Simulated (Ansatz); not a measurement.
The starting structures come from a database of crystals and need not be the phases stable at ambient conditions.

The decay constant κ of evanescent states in the gap governs leakage through a thin film.

Here is the system:

```
Ca5HP3
1.0
    6.38429     0.00000     0.00000
    0.00000     8.16725     0.00000
    0.00000    -4.08363     7.07305
Ca H P
10 2 6
Direct
  0.00000   0.33333   0.66667
  0.00000   0.66667   0.33333
  0.50000   0.66667   0.33333
  0.50000   0.33333   0.66667
  0.25000   0.75142   0.75142
  0.75000   0.24858   0.24858
  0.75000   0.75142   0.00000
  0.25000   0.24858   0.00000
  0.25000   0.00000   0.24858
  0.75000   0.00000   0.75142
  0.00000   0.00000   0.00000
  0.50000   0.00000   0.00000
  0.25000   0.39084   0.39084
  0.75000   0.60916   0.60916
  0.75000   0.39084   0.00000
  0.25000   0.60916   0.00000
  0.25000   0.00000   0.60916
  0.75000   0.00000   0.39084
```

Space group of this cell: P6_3/mcm. The cell was relaxed by PBE-D3(BJ).

Transport runs along the normal of the first two printed cell vectors, the (100) plane of the conventional cell.

The gap is the functional's own, uncorrected, and κ follows it; spin-orbit coupling is left out. Mid-gap values are interpolated between the computed energies.

Problem. Compute, with PBEsol run with Ansatz (a program for electronic structure), the band gap and the smallest decay constant κ at mid-gap.

Solution. Gap 0.52 eV on a 6×4×4 mesh; κ = 0.119 1/Å, at the zone centre.
